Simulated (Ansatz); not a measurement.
Worked calculations on one periodic cell of amorphous Si24O47F2: Si24O47F2, 73 atoms, volume 1161.9 Å³, made by a melt-quench on the CHGNet potential and relaxed with DFT. O and F atoms were pushed apart under 1.9 Å during the dynamics, to hinder bonds among them. It is a model cell: composition and starting density were chosen by hand, and all elements were melted together. Method: PBE, scalar-relativistic without spin-orbit coupling (plane waves to 420 eV, PAW; Ansatz, a program for electronic structure). Sampling: a 2×2×2 Γ-centred mesh; Fermi-Dirac width 0.02 eV; no spin polarisation. Its volume was relaxed, its shape was held as a cube, and it stands at a mean pressure of 0.0 GPa with stress components up to 2.6 GPa; the relaxation ran on the zone centre alone. Its density went from a set 2.19 to 2.09 g/cm³. The cell is small and was quenched far faster than a real film, so it is one sample of the glass.

Task: Count formal charges (Si +4, O -2, F -1). What does the count lead one to expect at the Fermi level, and what does the calculation give?

Result: 24 × (+4) + 47 × (-2) + 2 × (-1) = 0. The charges balance, so the anion-derived valence states can be full and a gap can open. On this mesh the highest filled and lowest empty level lie 5.27 eV apart, the PBE gap of this cell, with a localised state at one edge or both.

The cell was scaled and its atoms relaxed again at each volume (the zone centre alone): 1127.0 Å³, 1.11 GPa; 1161.9 Å³, 0.02 GPa; 1231.6 Å³, -2.14 GPa.

Task: Estimate the bulk modulus over this range from B = −dP/d ln V.

Result: Between the ends: −(-2.14 − 1.11) / ln(1231.6/1127.0) = 37 GPa, a mean over the range at 0 K with the atoms relaxed.
